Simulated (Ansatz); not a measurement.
TiAs (P6₃/mmc, No. 194), treated with r²SCAN in Ansatz (PAW).

Run with plane-wave cutoff 560 eV, 18×18×6 k mesh (along the axes of the cell as run), Fermi–Dirac smearing 0.05 eV, no spin polarisation, scalar-relativistic PAW data made under PBE.

Computed at the level's own relaxed cell.

Q: What does this level give for the equilibrium lattice constant a, bulk modulus, equilibrium volume per atom, c axis length and pressure derivative B′ of the bulk modulus?

A: 
equilibrium lattice constant a: 3.641 Å
bulk modulus: 126 GPa
equilibrium volume per atom: 17.28 Å³/atom
c axis length: 12.037 Å
pressure derivative B′ of the bulk modulus: 4.2

The run finds no gap.

Note: the bulk modulus comes from volumes at which shape and atoms were relaxed.

Computing time: roughly 70 core-minutes.

Ansatz is a quantum-chemistry and plane-wave program.
